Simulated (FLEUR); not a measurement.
# Convergence study of the basis cutoff for Ti (P-3m1, 2 atoms in the cell)

```xyz
2
Lattice="1.4676 -2.5420 0.0000 1.4676 2.5420 0.0000 0.0000 0.0000 4.6566" Properties=species:S:1:pos:R:3 pbc="T T T"
Ti     1.4676     0.8473     1.2141
Ti     1.4676    -0.8473     3.4924
```

Level of theory: LDA (Vosko-Wilk-Nusair), all-electron FLAPW (FLEUR), scalar-relativistic valence run with FLEUR.

Base settings: Kmax = 4 1/bohr; GmaxXC = 14 1/bohr; xcFunctional = vwn; jspins = 1; l_soc = F; mode = hist; fermiSmearingEnergy = 0.00367493 Htr; mesh (inpgen div1-3) = 5 5 3; inpgen gamma flag = false; Gmax = 14 1/bohr.

Moved along: Gmax, GmaxXC.

The second cell is the first with its lattice scaled by 0.98.

The mesh stays at the base's, so the ladder's end is converged at best in this setting alone.

Only quantities that move along the ladder and can be compared are tabulated.

The starting cell has typed, rounded lattice constants, without a prior relaxation at this level. Its lattice was rescaled by up to half a per cent. One atom was moved a little off its site on purpose. Spin polarisation is off. Values depend on the basis (sphere radii, cutoffs, local orbitals), which need not be converged.

Steps (Kmax): 2.37 1/bohr; 2.53 1/bohr; 2.68 1/bohr; 2.83 1/bohr; 2.97 1/bohr; 3.1 1/bohr; 3.35 1/bohr; 3.58 1/bohr; 3.79 1/bohr; 4 1/bohr; 4.2 1/bohr; 4.38 1/bohr; 4.65 1/bohr; 4.9 1/bohr; 5.29 1/bohr.

Task: What is the state of the free energy at the end of the ladder?

Result: Still drifting one way, by 0.95 meV/atom over the last two steps, so the last step is no safe reference.

Task: What is the state of the energy of the compressed cell less the first at the end of the ladder?

Result: Still drifting one way, by 0.33 meV/atom over the last two steps, so the last step is no safe reference.

Task: What is the coarsest Kmax that holds the forces within 0.01 eV/Å of the last step, with all finer ones?

Result: 3.35 1/bohr; the step before is off by 0.012 eV/Å.

| Kmax | free energy less the last step's (meV/atom) | energy of the compressed cell less the first (meV/atom) | largest difference of a force vector from the last step's (eV/Å) |
|---|---|---|---|
| 2.37 1/bohr | 1616.75 | 40.04 | 0.127 |
| 2.53 1/bohr | 770.98 | -14.25 | 0.120 |
| 2.68 1/bohr | 357.62 | 16.11 | 0.065 |
| 2.83 1/bohr | 190.76 | -18.01 | 0.045 |
| 2.97 1/bohr | 117.38 | -28.45 | 0.021 |
| 3.1 1/bohr | 71.62 | -30.44 | 0.012 |
| 3.35 1/bohr | 29.81 | -27.05 | 0.008 |
| 3.58 1/bohr | 13.18 | -27.28 | 0.006 |
| 3.79 1/bohr | 6.79 | -27.64 | 0.004 |
| 4 1/bohr | 3.90 | -27.74 | 0.003 |
| 4.2 1/bohr | 2.56 | -27.77 | 0.002 |
| 4.38 1/bohr | 1.76 | -27.92 | 0.001 |
| 4.65 1/bohr | 0.95 | -28.13 | 0.001 |
| 4.9 1/bohr | 0.48 | -28.29 | 0.001 |
| 5.29 1/bohr | 0.00 | -28.46 | 0.000 |
